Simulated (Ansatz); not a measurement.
**Point defect Si vacancy + O on the C site (V_Si+O_C) in 4H silicon carbide**

Method: PBE, PAW (plane waves to 420 eV; Ansatz, a quantum-chemistry and plane-wave program). A 3×2×1 supercell of 96 sites was used; the energies come from a 2×2×2 shifted sampling of its zone. Sites at the start: the Si(k) site; C(k) 1.90 Å away, along c. Charged cells carry a point-charge image correction with potential alignment at far atoms. Dielectric constants: PBE linear response of the host. Host gap at this level: 2.23 eV. Finite-size and sampling errors can reach tenths of an eV here. PBE underestimates the host's gap, which shifts levels and can delocalise carriers. Spin–orbit coupling is left out. Each state is the lowest found from its start.

Formation energies E_f are given with the Fermi level at the valence-band maximum. Chemical conditions: C-rich (Δμ(C) = 0.00 eV, Δμ(Si) = -0.41 eV, Δμ(O) = -3.97 eV, bounded by alpha cristobalite; only phases computed here count, gases as isolated molecules at 0 K); Si-rich (Δμ(C) = -0.41 eV, Δμ(Si) = 0.00 eV, Δμ(O) = -4.17 eV, bounded by alpha cristobalite; only phases computed here count, gases as isolated molecules at 0 K). Reference phases: C: graphite, O: O2 molecule in a box, Si: silicon.

```json
[
 {"charge": "+1", "moment (μB)": "1.0", "largest move off a lattice site (Å)": "0.26", "image correction with alignment (eV)": "-0.04", "E_f, C-rich (eV)": "5.62", "E_f, Si-rich (eV)": "5.82", "above the lowest spin state (eV)": "0.00"},
 {"charge": "+1", "moment (μB)": "1.0", "largest move off a lattice site (Å)": "0.26", "image correction with alignment (eV)": "-0.04", "E_f, C-rich (eV)": "5.62", "E_f, Si-rich (eV)": "5.82", "above the lowest spin state (eV)": "0.00"},
 {"charge": "0†", "moment (μB)": "2.0", "largest move off a lattice site (Å)": "0.27", "image correction with alignment (eV)": "0.08", "E_f, C-rich (eV)": "6.09", "E_f, Si-rich (eV)": "6.30", "above the lowest spin state (eV)": "0.00"},
 {"charge": "0†", "moment (μB)": "not spin-polarised", "largest move off a lattice site (Å)": "0.27", "image correction with alignment (eV)": "0.07", "E_f, C-rich (eV)": "6.29", "E_f, Si-rich (eV)": "6.50", "above the lowest spin state (eV)": "0.20"},
 {"charge": "−1", "moment (μB)": "1.0", "largest move off a lattice site (Å)": "0.27", "image correction with alignment (eV)": "0.56", "E_f, C-rich (eV)": "7.53", "E_f, Si-rich (eV)": "7.74", "above the lowest spin state (eV)": "0.00"},
 {"charge": "−1", "moment (μB)": "1.0", "largest move off a lattice site (Å)": "0.27", "image correction with alignment (eV)": "0.56", "E_f, C-rich (eV)": "7.53", "E_f, Si-rich (eV)": "7.74", "above the lowest spin state (eV)": "0.00"}
]
```

† Not settled in this cell, so no level is given: charge 0: a dipole correction that the other charges lack.

Starting moments that weren't kept: charge +1 began with 3 μB and ended with 1.0; charge −1 began with 3 μB and ended with 1.0.

Flagged in the runs: a host whose relaxation on this sampling wasn't shown to rest, a strain field that reaches the edge of the cell.

All states together cost very roughly 3 core-hours.
